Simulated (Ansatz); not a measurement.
Consider O-vacancy pair (O on one host N site, one N site vacant) in wurtzite AlN, charge state +2. Computed with PBE, PAW (plane waves to 420 eV; Ansatz, an electronic-structure program).

Settings: 72 host sites, the relaxed PBE lattice, the Γ point alone, smearing 0.01 eV, spin-restricted, no image-charge correction. Energies are static. The charge state is imposed; whether it is stable for some Fermi level was not computed. Forms of the defect that were not tried may lie lower. The start lies 0.18 eV above the lowest site run (PBE).

Barriers: single points on a 2×2×2 k-point mesh shifted by half a step along c at the bands' geometries (they differ from the bands' own by up to 0.47 eV, and are uncertain by about as much).

Relaxed starting cell (atoms counted from 1):

```xyz
71
Lattice="9.3908 0.0000 0.0000 -4.6954 8.1326 0.0000 0.0000 0.0000 10.0363" Properties=species:S:1:pos:R:3 pbc="T T T"
Al     1.5588     0.9018     2.3967
Al     1.5194     0.8792     7.5572
Al    -0.0040     3.6243     2.4890
Al    -0.0068     3.6246     7.5272
Al    -1.5602     6.3198     2.4890
Al    -1.5613     6.3170     7.5272
Al     4.6982     0.8969     2.4904
Al     4.7648     0.8626     7.5431
Al     3.1244     3.6229     2.4905
Al     3.1278     3.6971     7.5430
Al     1.5643     6.3266     2.4930
Al     1.5704     6.3300     7.5294
Al     7.8147     0.8951     2.4911
Al     7.8250     0.8930     7.5261
Al     6.2581     3.6149     2.4943
Al     6.2667     3.6198     7.5262
Al     4.6810     6.3228     2.4911
Al     4.6844     6.3327     7.5261
Al    -0.0618     1.8435     5.0109
Al    -0.0140     1.8181    10.0316
Al    -1.5709     4.5166     5.0037
Al    -1.5695     4.5174    10.0283
Al    -3.1314     7.1603     5.0109
Al    -3.1294     7.2141    10.0316
Al     3.1645     1.8289     4.9915
Al     3.1365     1.8126    10.0337
Al     1.5531     4.5280     5.0043
Al     1.5541     4.5220    10.0317
Al     0.0009     7.2163     5.0040
Al    -0.0037     7.2201    10.0317
Al     6.2593     1.8143     4.9971
Al     6.2649     1.8160    10.0322
Al     4.6991     4.5164     4.9973
Al     4.7036     4.5201    10.0322
Al     3.1199     7.2249     5.0094
Al     3.1274     7.2291    10.0303
O      1.5663     0.9063     4.4125
N      1.5717     0.9091     9.4449
N      0.0048     3.6091     4.4123
N     -0.0028     3.6124     9.4376
N     -1.5691     6.3350     4.4124
N     -1.5699     6.3266     9.4376
N      4.6728     0.8995     4.4335
N      4.6862     0.9092     9.4287
N      3.1139     3.5998     4.4335
N      3.1289     3.6063     9.4288
N      1.5618     6.3252     4.4173
N      1.5629     6.3258     9.4367
N      7.8305     0.8990     4.4164
N      7.8265     0.9070     9.4351
N      6.2564     3.6140     4.4158
N      6.2578     3.6147     9.4375
N      4.6922     6.3348     4.4165
N      4.6972     6.3270     9.4352
N      0.0006     1.8037     1.9268
N      0.0207     1.8090     6.9040
N     -1.5690     4.5178     1.9099
N     -1.5660     4.5194     6.9222
N     -3.1345     7.2340     1.9268
N     -3.1198     7.2488     6.9040
N      3.1237     1.8052     1.9291
N      1.5654     4.5164     1.9112
N      1.5585     4.5131     6.9226
N     -0.0028     7.2327     1.9111
N     -0.0091     7.2284     6.9225
N      6.2527     1.8036     1.9149
N      6.2570     1.8147     6.9172
N      4.6869     4.5159     1.9150
N      4.6986     4.5139     6.9173
N      3.1272     7.2291     1.9089
N      3.1289     7.2300     6.9282
```
Cell charge +2.

End state 1 differs by these moves (Å; atoms that move under 0.08 Å are left out):

| atom | element | Δx | Δy | Δz |
|---|---|---|---|---|
| 25 | Al | -0.05 | -0.03 | -0.07 |
| 37 | O | 1.55 | 0.89 | 2.50 |

**Question.** Predict the forward and backward barriers to end state 1 from PBE, PAW.

**Answer.** forward 3.75 eV, backward 3.77 eV; at the saddle point atom 37 has neighbours Al at 1.73, Al at 1.86 Å. The check of the saddle point's order was inconclusive, and it lies on a symmetry element of the cell, where a band can be held.

End state 2 differs by these moves (Å; atoms that move under 0.08 Å are left out):

```csv
atom,element,Δx,Δy,Δz
2,Al,0.04,0.07,0.00
10,Al,-0.01,-0.08,-0.02
18,Al,-0.06,-0.05,0.02
60,N,1.54,2.67,0.00
```

**Question.** Estimate the forward and backward barriers to end state 2 that PBE, PAW returns for this input.

**Answer.** forward 3.92 eV, backward 3.92 eV; at the saddle point atom 60 has neighbours Al at 1.79, 2 Al at 2.14, 2 Al at 2.28 Å. The program found a first-order saddle point.

End state 3 differs by these moves (Å; atoms that move under 0.08 Å are left out):

```tsv
atom	element	Δx	Δy	Δz
10	Al	0.04	-0.10	-0.01
27	Al	0.01	0.00	-0.09
63	N	1.55	-2.71	-0.01
```

**Question.** What forward and backward barriers to end state 3 does PBE, PAW give?

**Answer.** forward 4.12 eV, backward 4.30 eV; at the saddle point atom 63 has neighbours Al at 1.79, Al at 2.17, Al at 2.18, Al at 2.21, Al at 2.23 Å. The program found a first-order saddle point.
